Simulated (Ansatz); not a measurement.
Consider Mg₂Sn (space group Fm-3m, No. 225; a = 6.7471 Å; relaxed with 0.1 eV smearing). Axes: x, y, z lie along the cube axes.

Level of theory: PBEsol in Ansatz (plane waves to 420 eV, PAW, without spin-orbit coupling).

Base values:

* **Volume per atom**: 25.60 Å³

Modification: biaxial strain −3.56 %, plane normal [001], relaxed out of plane (Cartesian); in-plane vectors clamped, the third vector and the atoms free.

**Question.** What happens to the energy relative to the base and volume per atom?

**Answer.** The energy goes up by 18 meV/atom; the volume per atom decreases by 1.17 Å³ (25.60 Å³ → 24.43 Å³).

Stability against distortions was not tested.

Ansatz is an electronic-structure program.
